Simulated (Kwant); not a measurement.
Device: armchair graphene ribbon with Haldane second-neighbour hopping. 14 dimer lines, bond 0.142 nm, hopping 2.7 eV, scattering region 4 nm long; sites with one neighbour are removed; energy swept from -1.077 to 1.077 eV from the neutrality point. Staggered potential ±Δ on the two sublattices, Δ = 0.057 eV. Second-neighbour term iλ/(3√3) ν with λ = 0.51 eV, a model term that the material doesn't have.

The device is made up for the run: typed textbook-type constants, with dimensions and the other settings drawn at random.

Computed with Kwant: nearest-neighbour tight-binding model of a honeycomb sheet with an imaginary second-neighbour term, one spin, coherent transport at 0 K. Conductance is in e²/h.

### Question
Is the sheet in its topological phase, how wide is its bulk gap, and what conductance is due inside it?

### Answer
At the two valleys the masses are λ ± Δ = 0.567 and 0.453 eV; the bulk gap is 2|λ − Δ| = 0.906 eV. λ > Δ, so the phase is topological, with edge channels that give G = 1. Simulated at 0.179 eV: 1.00 e²/h.
